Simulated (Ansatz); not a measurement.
**Response to strain in TiB2**

The reference is TiB2 (space group P6/mmm, No. 191; relaxed with 0.1 eV smearing).

```
CELL_PARAMETERS angstrom
      3.03238     0.00000     0.00000
     -1.51619     2.62612     0.00000
      0.00000     0.00000     3.22383
ATOMIC_POSITIONS crystal
  Ti 0.00000 0.00000 0.00000
  B  0.66667 0.33333 0.50000
  B  0.33333 0.66667 0.50000
```

Cartesian axes are those of the cell as printed.

Strains are applied to the cell and any free atomic positions relax.

The values are results of PBE (Ansatz, a quantum-chemistry and plane-wave program), no spin-orbit coupling, not measurements.

Notes on the quantities. pressure: mean of the normal stresses, compression positive; energy relative to the base: free energy F.

```
case                            volume per atom  pressure  energy relative to the base
------------------------------  ---------------  --------  ---------------------------
base                                    8.56 Å³   0.0 GPa                   0 meV/atom
uniaxial strain ε_zz = −3.00 %          8.30 Å³   7.2 GPa                 +11 meV/atom
uniaxial strain ε_zz = −2.50 %          8.34 Å³   5.9 GPa                +7.9 meV/atom
uniaxial strain ε_zz = −2.00 %          8.39 Å³   4.7 GPa                +5.0 meV/atom
uniaxial strain ε_zz = −1.50 %          8.43 Å³   3.4 GPa                +2.8 meV/atom
uniaxial strain ε_zz = +0.50 %          8.60 Å³  -1.1 GPa                +0.3 meV/atom
uniaxial strain ε_zz = +1.00 %          8.64 Å³  -2.1 GPa                +1.2 meV/atom
uniaxial strain ε_zz = +1.50 %          8.69 Å³  -3.1 GPa                +2.6 meV/atom
uniaxial strain ε_zz = +2.00 %          8.73 Å³  -4.1 GPa                +4.7 meV/atom
uniaxial strain ε_zz = +3.00 %          8.81 Å³  -6.0 GPa                 +10 meV/atom
```

Stability against distortions was not tested. All final runs are without spin polarisation.
